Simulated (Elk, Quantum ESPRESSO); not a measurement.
A Quantum ESPRESSO input for a self-consistent single point of TePdSe (P3m1, 3 atoms in the cell) (DFT, LDA (PZ), plane waves, GBRV 1.5 ultrasoft (LDA) pseudopotentials):

```fortran
&CONTROL
    calculation = 'scf',
    prefix = 'TePdSe',
    outdir = './work',
    pseudo_dir = './',
    tprnfor = .true.,
    tstress = .true.,
/
&SYSTEM
    ibrav = 0,
    nat = 3,
    ntyp = 3,
    ecutwfc = 40,
    ecutrho = 320,
    occupations = 'smearing',
    smearing = 'gauss',
    degauss = 0.0073499,
/
&ELECTRONS
    conv_thr = 1.0d-9,
/
ATOMIC_SPECIES
Te   127.6000  te_lda_v1.uspp.F.UPF
Pd   106.4200  pd_lda_v1.4.uspp.F.UPF
Se    78.9710  se_lda_v1.uspp.F.UPF
ATOMIC_POSITIONS {crystal}
Te    0.000000000    0.000000000    0.730550000
Pd    0.333333333    0.666666667    0.008910000
Se    0.666666667    0.333333333    0.260540000
K_POINTS {automatic}
10 10 7  0 0 0
CELL_PARAMETERS {bohr}
   7.421786176     0.000000000     0.000000000
  -3.710893088     6.427455370     0.000000000
   0.000000000     0.000000000     9.503224811
```

Q: Give the Elk input for the same structure, mesh, smearing and functional.

A: One input that does it (others would too):

```
tasks
  0

stype
  0

swidth
  0.00367493

maxscl
  100

scale
  1.889726125

avec
    3.9274401086   -0.0000000252    0.0000000000
   -1.9637200325    3.4012629185    0.0000000000
    0.0000000000    0.0000000000    5.0288900000

atoms
  3
  'Te.in'
  1
  0.0000000000  0.0000000000  0.7305500000    0.0 0.0 0.0
  'Pd.in'
  1
  0.3333333333  0.6666666667  0.0089100000    0.0 0.0 0.0
  'Se.in'
  1
  0.6666666667  0.3333333333  0.2605400000    0.0 0.0 0.0

ngridk
  10 10 7
```

Basis, cutoffs, solver keys and any potentials are the target program's own. This input uses DFT, LDA (PW92), all-electron FP-LAPW, Elk's shipped species files, default APW+lo basis. LDA parametrisations can differ slightly between programs.

The starting cell comes from a database of computed structures (which also holds hypothetical and non-ambient phases and stackings), without a prior relaxation at this level.
